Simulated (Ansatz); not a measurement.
Ansatz (a program for electronic structure) run on VPt3 (P1, 4 atoms in the cell): self-consistent single point.

Method of the run: LDA (PW92), default PAW files made with PBE (plane waves; Ansatz).

```
VPt3
1.0
   -1.91950     1.91950     3.89800
    1.91950    -1.91950     3.89800
    1.91950     1.91950    -3.89800
Pt V
3 1
Direct
  0.73284   0.23690   0.50464
  0.26257   0.73753   0.47336
  0.50196   0.51788   0.01716
  0.00263   0.00770   0.00484
```
Moments meant for the start (each program seeds them in its own way; μB, in the order of the atoms Pt Pt Pt V): 0.0 0.0 0.0 2.0.

Reference input (self-consistent single point, DFT, LDA (PW92), plane waves, default PAW files made with PBE): basis.ecutwfc = 420 eV; kpoints.mp_grid.grid = 6 6 8; hamiltonian.xc = lda; hamiltonian.pseudopotentials = {kind: paw} (the program's default PAW files); magnetization.spin_polarized = true; scf.occupations.method = cold; scf.occupations.width = 0.1 eV. This run's input differs from it in these lines:

Ansatz 0.2 input:
```diff
@@ -13,3 +13,3 @@
 kpoints:
-  mp_grid: { grid: [6, 6, 8] }
+  mp_grid: { grid: [5, 5, 7] }
 hamiltonian:
```

The program printed (abridged):

```
SCF iter   1: F=—  HF=-39600.231125 eV  |F-HF|=—  |Δ(HF+E_count)|=         —  Δρ=1.00e-1 (↑7.70e-2 ↓1.00e-1)  dr2=2.09e1  dr2_m=9.46e-1  M=0.695 μB ∫|m|=0.868 μB  β_m=0.30  ethr=3.10e-3  ⟨swp⟩=5.4  Hψ=23384  notcnv=0  defer=8
Mixer restart at iter 1: flushing history
all-band conjugate gradients solve this SCF's bands
preconditioner: auto → Kerker (q_TF=auto, 2.799 Å⁻¹)
   [... lines left out ...]
SCF iter  25: F=—  HF=-39597.003174 eV  |F-HF|=—  |Δ(HF+E_count)|=   1.08e-9  S|Δr|=    0.00e0  Δρ=1.21e-6 (↑8.00e-7 ↓1.21e-6)  dr2=2.93e-9  dr2_m=9.88e-11  M=0.000 μB ∫|m|=0.000 μB  β_m=0.85  ethr=3.14e-11  ⟨swp⟩=3.3  Hψ=18236  notcnv=0
SCF iter  26: F=-39597.003174 eV  HF=-39597.003174 eV  |F-HF|=7.28e-11  |Δ(HF+E_count)|=  3.78e-10  S|Δr|=    0.00e0  Δρ=2.90e-7 (↑1.84e-7 ↓2.90e-7)  dr2=1.03e-10  dr2_m=1.02e-11  M=0.000 μB ∫|m|=0.000 μB  ethr=4.37e-12  ⟨swp⟩=2.3  Hψ=13622  notcnv=0
SCF 1 converged in 26 iterations: F = -39597.003174 eV  dr2 = 1.03e-10
Crystal: 4 atoms, lattice volume = 57.448 Å³
Initial density: read from a saved state, or passed on in memory by an earlier SCF of this step, an earlier step, the calling program or the single point that …
Starting moments: Σ|m| = 2 μB on 1 of 4 sites; this step starts from the density that it was given
Initial wavefunctions: those read from a saved state, or passed on in memory by an earlier step or the calling program
iter 1 solved again at ethr=3.78e-5 eV; its pass at ethr=3.10e-3 eV (dr2=2.53e-2 eV) is discarded
SCF iter   1: F=—  HF=-39597.073677 eV  |F-HF|=—  |Δ(HF+E_count)|=         —  Δρ=2.77e-3 (↑2.77e-3 ↓2.77e-3)  dr2=2.53e-2  dr2_m=2.93e-11  M=0.000 μB ∫|m|=0.000 μB  β_m=0.30  ethr=3.78e-5  ⟨swp⟩=1.0  Hψ=22880  notcnv=0
   [... lines left out ...]
preconditioner: auto → Kerker (q_TF=auto, 2.799 Å⁻¹)
spin=Collinear: Kerker preconditioning applied to the charge; magnetization (m = ρ↑ − ρ↓) channel mixes plain (no charge-response kernel on spin).
WARN: the starting moments were not kept: the SCF closed with an absolute magnetisation of 1.0e-4 μB, where they sum to 2 μB in size (1 site) …
Absolute magnetization: 0.0001 μB (∫|ρ↑−ρ↓|, with the PAW one-centre terms)
Free energy (F): -39597.003174 eV
Fermi energy:    22.459951 eV
   [... lines left out ...]
  atom   4  V     -0.19079807     0.00254122    -0.16462994
--- Stress (GPa, compression-positive) ---
        2.200849      -0.159097      -1.874181
       -0.159097      -6.189506       0.063621
       -1.874181       0.063621      -0.277923
  P = ⅓ Tr σ = -1.4222 GPa (-14.222 kbar)
  The stress holds the Pulay correction. Without it, at fixed plane waves, as pw.x and ABINIT print it: P = -1.4837 GPa
```

The run converged, with 30 iterations in all over 2 SCF loops. Against the reference run the free energy rises by 2.3 meV/atom, the pressure goes from -1.53 to -1.42 GPa and the largest force hardly changes (2.332 to 2.337 eV/Å).

The starting cell comes from a database of published, mostly measured structures (it also holds non-ambient and calculated ones), without a prior relaxation at this level. Its atoms were displaced at random from the sites of space group no. 139. The starting moments vanished: the run ended non-magnetic, which need not be the lowest state. The program warned that a starting moment was not kept. Forces in this geometry exceed 1 eV/Å. Ansatz's pressure includes its estimate of the finite-basis (Pulay) stress.

Cost on one core of a shared machine: roughly 2 min.
